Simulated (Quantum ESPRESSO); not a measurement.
## Habitual settings against a tight run: CsLiBr2 (P4/nmm, 8 atoms in the cell)

Self-consistent single point.

```
CELL_PARAMETERS angstrom
      5.24238     0.00000     0.00000
      0.00000     5.24238     0.00000
      0.00000     0.00000    10.04724
ATOMIC_POSITIONS crystal
  Cs 0.00000 0.50000 0.30003
  Cs 0.50000 0.00000 0.69997
  Li 0.50000 0.00000 0.08248
  Li 0.00000 0.50000 0.91752
  Br 0.00000 0.50000 0.66592
  Br 0.50000 0.00000 0.33408
  Br 0.00000 0.00000 0.00000
  Br 0.50000 0.50000 0.00000
```

Method: LDA (PW92), PseudoDojo standard norm-conserving (LDA) pseudopotentials (plane waves; Quantum ESPRESSO).

Base settings: ecutwfc = 75 Ry; occupations = fixed; potentials = {Cs: Cs.upf, Li: Li.upf, Br: Br.upf}; K_POINTS = automatic 4 4 3 0 0 0; nbnd = 30; conv_thr = 1e-08 Ry; mixing_beta = 0.5.

Tight run (finer mesh or higher cutoff; not a proven limit): ecutwfc: 75 Ry → 105 Ry; conv_thr: 1e-08 Ry → 7.3e-11 Ry; K_POINTS: automatic 4 4 3 0 0 0 → automatic 6 6 5 0 0 0. It gave top of the valence band (on the code's own zero) 1.47 eV; gap on the k-point mesh 3.86 eV; pressure -2.23 GPa; largest force (vector length) 0.124 eV/Å.

Quick runs, as changes from the base:
- A: the base itself
- B: ecutwfc: 75 Ry → 45 Ry; occupations: fixed → smearing; nbnd: 30 → default; conv_thr: 1e-08 Ry → 7.3e-06 Ry; K_POINTS: automatic 4 4 3 0 0 0 → automatic 3 3 3 1 1 1; smearing: default → gaussian; degauss: default → 0.036749 Ry
- C: K_POINTS: automatic 4 4 3 0 0 0 → automatic 4 4 4 1 1 1; potentials: PseudoDojo standard norm-conserving (PBESOL) [PBEsol]
- D: ecutwfc: 75 Ry → 45 Ry; occupations: fixed → smearing; nbnd: 30 → default; K_POINTS: automatic 4 4 3 0 0 0 → automatic 1 1 1 1 1 1; smearing: default → gaussian; degauss: default → 0.019992 Ry
- E: ecutwfc: 75 Ry → 38 Ry; K_POINTS: automatic 4 4 3 0 0 0 → automatic 2 2 2 1 1 1

Dashes: energy of C, another energy zero; gap of D, left out as unsure on this mesh or at this smearing; time of D, E, under 30 s.

Gaps are read on each run's own mesh, which may miss the band edges.

† marks runs with another functional, U, potentials or spin treatment: their distance from the tight run is not a convergence error alone.

The count of work is k-points × plane waves × bands × iterations; it is no time. Core times come from one kind of shared machine and are given to one figure; runs under 30 s give none.

The starting cell comes from a database of computed structures (which also holds hypothetical and non-ambient phases and stackings), without a prior relaxation at this level. Its lattice was rescaled by a random factor within 2.5 % of one.

```tsv
run	energy less tight (meV/atom)	pressure less tight (GPa)	largest miss in a force vector (eV/Å)	gap on the mesh less tight (eV)	count of work / tight	core time / tight (rough)
A	0.1	0.00	0.000	0.000	0.20	0.2
B	88.5	-2.22	0.001	0.763	0.032	0.03
C†	–	1.12	0.046	0.740	0.099	0.04
D	251.7	0.07	0.577	–	0.0070	–
E	295.5	-5.36	0.016	1.459	0.0059	–
```

Among the runs at the tight run's level, the energy misses run from 0.1 to 295.5 meV/atom.

Left out of this page: 1 run of the series outside the window shown, repeating another row's setting, or not comparable.
